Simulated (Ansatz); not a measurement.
**Response to strain in TiO2**

Take TiO2 in the anatase structure (space group I4_1/amd, No. 141; a = 3.7988 Å, c = 9.7007 Å) as the base. Axes: x, y, z lie along a, b, c of the conventional cell.

Strains are applied to the cell and any free atomic positions relax; under biaxial strain the out-of-plane vector relaxes too.

Level of theory: PBE in Ansatz (plane waves to 420 eV, PAW, no spin-orbit coupling).

Notes on the quantities. in-plane stress: mean in-plane stress (compression positive).

| variant | in-plane stress | band gap | out-of-plane strain |
|---|---|---|---|
| base | – | 2.13 eV | – |
| biaxial strain +0.60 %, plane normal [001], relaxed out of plane | (withheld) | 2.07 eV | -0.87 % |
| biaxial strain +1.20 %, plane normal [001], relaxed out of plane | -3.2 GPa | 2.02 eV | -1.68 % |
| biaxial strain +1.80 %, plane normal [001], relaxed out of plane | -4.8 GPa | (withheld) | -2.45 % |
| biaxial strain +2.40 %, plane normal [001], relaxed out of plane | -6.3 GPa | 1.94 eV | -3.17 % |
| biaxial strain +3.00 %, plane normal [001], relaxed out of plane | -7.9 GPa | 1.90 eV | -3.83 % |

### Question
Complete the table.

### Answer

- biaxial strain +0.60 %, plane normal [001], relaxed out of plane, in-plane stress: -1.6 GPa
- biaxial strain +1.80 %, plane normal [001], relaxed out of plane, band gap: 1.98 eV

Whether these cells are dynamically stable was not tested. The final runs are not spin-polarised.

Ansatz is a program for electronic structure.
